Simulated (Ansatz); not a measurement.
# Ba2BeN2 (model structure, started from the Ca2ZnN2 type, I4/mmm, No. 139, 5 atoms in the cell): properties by level of theory

```json
[
 {"level (code)": "LDA (Ansatz)", "equilibrium lattice constant a (Å)": "4.007", "c axis length (Å)": "11.956", "bulk modulus (GPa)": "70.3", "cohesive energy (eV/atom)": "4.99", "band gap (eV)": "0.55"},
 {"level (code)": "PBE (Ansatz)", "equilibrium lattice constant a (Å)": "4.119", "c axis length (Å)": "12.165", "bulk modulus (GPa)": "57.6", "cohesive energy (eV/atom)": "4.29", "band gap (eV)": "0.90"},
 {"level (code)": "PBEsol (Ansatz)", "equilibrium lattice constant a (Å)": "4.050", "c axis length (Å)": "12.062", "bulk modulus (GPa)": "64.3", "cohesive energy (eV/atom)": "4.57", "band gap (eV)": "0.68"},
 {"level (code)": "r²SCAN (Ansatz)", "equilibrium lattice constant a (Å)": "4.104", "c axis length (Å)": "12.142", "bulk modulus (GPa)": "62.8", "cohesive energy (eV/atom)": "4.35", "band gap (eV)": "1.13"}
]
```

Computed values are for a static lattice. Spin–orbit coupling is included only where a level's name says +SOC; with heavier elements it mostly lowers gaps and can invert bands.  Each level is taken at its own relaxed cell. Cutoffs differ between the levels. Ansatz's density-functional and Hartree–Fock values are scalar-relativistic unless marked +SOC, with PAW data made under PBE.

Caveats: the bulk modulus is −V dP/dV from two relaxed cells at ±2 % in volume (LDA, PBE, PBEsol, r²SCAN). Ansatz's density-functional and Hartree–Fock values are scalar-relativistic unless marked +SOC, with PAW data made under PBE.

Free atoms are spin-polarised, in the lowest state found; at levels without +SOC their spin–orbit coupling is left out.

Computed values are for the static lattice.

A model structure was made by putting elements into a prototype or built by hand; it is no filed structure, need not be a known phase, and can be a saddle point held by its symmetry.

Ansatz is a first-principles code.
